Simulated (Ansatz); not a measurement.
## Short convergence ladders for CdHClO (P6_3mc, 8 atoms in the cell)

```xyz
8
Lattice="3.7536 0.0000 0.0000 -1.8768 3.2507 0.0000 0.0000 0.0000 10.4716" Properties=species:S:1:pos:R:3 pbc="T T T"
Cd     1.8768     1.0836     5.1540
Cd     0.0000     2.1672    10.3899
H      0.0000     0.0000     3.3344
H      0.0000     0.0000     8.5702
Cl     1.8768     1.0836     1.6309
Cl     0.0000     2.1672     6.8667
O      0.0000     0.0000     4.3273
O      0.0000     0.0000     9.5631
```

Base method: LDA (PW92), default PAW files made with PBE (plane waves; Ansatz, an electronic-structure program).

Base settings: basis.ecutwfc = 420 eV; kpoints.mp_grid.grid = 8 8 3; hamiltonian.xc = lda; hamiltonian.pseudopotentials = {kind: paw} (the program's default PAW files); scf.occupations.method = fixed.

The count of work is k-points × plane waves × bands × iterations; it is no time. Core times come from one kind of shared machine, to one figure; runs under 30 s give none.

**Zone-centre phonons against the cutoff**

In this ladder: phonons.method = dfpt; phonons.dielectric = true; phonons.rigid_motions = translations.

The mesh stays at the base's, so the ladder's end is converged at best in this setting alone.

Frequencies are those of the unrelaxed cell, without the LO-TO term of polar crystals.

Only quantities that move along the ladder and can be compared are tabulated.

ε∞ and Born charges come from denser meshes that the program picks itself.

```tsv
basis.ecutwfc	highest zone-centre frequency (cm⁻¹)	lowest optical frequency (cm⁻¹)	largest Born charge (mean of the diagonal) (e)	core time / last (rough)
210 eV	3218.8	-14.4	2.447	0.9
295 eV	3362.2	12.7	2.396	0.6
355 eV	3432.7	14.1	2.403	0.7
420 eV	3449.8	14.1	2.405	1
```

Coarsest basis.ecutwfc that holds the largest Born charge (mean of the diagonal) within 0.02 e of the last step, with all finer ones: 295 eV; the step before is off by 0.042 e.

Coarsest basis.ecutwfc that holds the highest zone-centre frequency within 10 cm⁻¹: not settled: the last two steps still differ by 17 cm⁻¹, over half the tolerance, so the ladder does not show it.

Coarsest basis.ecutwfc that holds the lowest optical frequency within 1 cm⁻¹ of the last step, with all finer ones: 355 eV; the step before is off by 1.4 cm⁻¹.

**The force threshold of a relaxation**

On CdHClO (P3m1, 8 atoms in the cell): one atom moved by 0.15 angstrom.

In this ladder: relax = atoms.

The mesh stays at the base's, so the ladder's end is converged at best in this setting alone.

Only quantities that move along the ladder and can be compared are tabulated.

```csv
relax.f_tol,free energy less the last step's (meV/atom),largest force left (eV/Å),relaxation steps,core time / last (rough)
0.2 eV/Å,0.16,0.1088,3,0.4
0.05 eV/Å,0.01,0.0100,5,0.7
0.02 eV/Å,0.01,0.0102,5,0.7
0.001 eV/Å,0.00,0.0004,7,1
```

Coarsest relax.f_tol that holds the largest force left within 0.02 eV/Å of the last step, with all finer ones: 0.05 eV/Å; the step before is off by 0.11 eV/Å.

Coarsest relax.f_tol that holds the free energy within 0.05 meV/atom of the last step, with all finer ones: 0.05 eV/Å; the step before is off by 0.16 meV/atom.

**The size of the supercell around a displaced atom**

On CdHClO (P6_3mc, 8 atoms in the cell), and larger cells.

In this ladder: scf.occupations.method = fermi_dirac; scf.occupations.width = 0.05 eV.

Steps: 1 x 1 x 1 supercell, one Cl atom moved by 0.02 angstrom along z; 2 x 1 x 1 supercell, one Cl atom moved by 0.02 angstrom along z; and so on, with the mesh thinned in proportion.

Only quantities that move along the ladder and can be compared are tabulated.

| atoms | largest change of a force by the displacement (eV/Å) | count of work / last |
|---|---|---|
| 8 | 0.0746 | 0.039 |
| 16 | 0.0611 | 0.23 |
| 64 | 0.0558 | 1.0 |

Smallest size that holds the largest change of a force by the displacement within 0.002 eV/Å: not settled: the last two steps still differ by 0.0053 eV/Å, over half the tolerance, so the ladder does not show it.

On the base run: the starting cell comes from a database of computed structures (which also holds hypothetical and non-ambient phases and stackings), without a prior relaxation at this level. Its lattice was rescaled by up to half a per cent. In the base run, with a pressure of about -7 GPa the cell is away from its equilibrium volume at this level.

Keys are those of Ansatz 0.2.
